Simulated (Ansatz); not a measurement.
Consider HfN in the rock salt structure (space group Fm-3m, No. 225; a = 4.526 Å; relaxed with 0.1 eV smearing).

Structures relaxed with Ansatz (an electronic-structure program), r2SCAN, PAW, cutoff 500 eV, no SOC.

Base:

Simulated powder pattern, Cu Kα1, λ = 1.54056 Å (kinematic, ideal powder, no thermal factors, no anomalous dispersion; the 14 strongest lines at most, above 2 %, up to 2θ = 90°):

| 2θ (°) | I/Imax (%) | hkl |
|---|---|---|
| 34.29 | 100 | (111) |
| 39.80 | 68 | (200) |
| 57.55 | 46 | (220) |
| 68.73 | 44 | (311) |
| 72.26 | 16 | (222) |
| 85.81 | 7.7 | (400) |

After one change:

Simulated powder pattern, Cu Kα1, λ = 1.54056 Å (kinematic, ideal powder, no thermal factors, no anomalous dispersion; the 14 strongest lines at most, above 2 %, up to 2θ = 90°):

```json
[
 {"2θ (°)": "33.77", "I/Imax (%)": "100"},
 {"2θ (°)": "39.19", "I/Imax (%)": "68"},
 {"2θ (°)": "56.63", "I/Imax (%)": "47"},
 {"2θ (°)": "67.58", "I/Imax (%)": "44"},
 {"2θ (°)": "71.03", "I/Imax (%)": "16"},
 {"2θ (°)": "84.25", "I/Imax (%)": "7.7"}
]
```

Which change produced these results?
A) isotropic strain +0.50 %
B) isotropic strain +3.00 %
C) isotropic strain +1.50 %
D) isotropic strain +2.50 %

C, isotropic strain +1.50 %. Its volume per atom is 12.12 Å³ against 11.59 Å³, and its space group is Fm-3m (No. 225).

No phonon test of stability was made. The final runs are not spin-polarised.
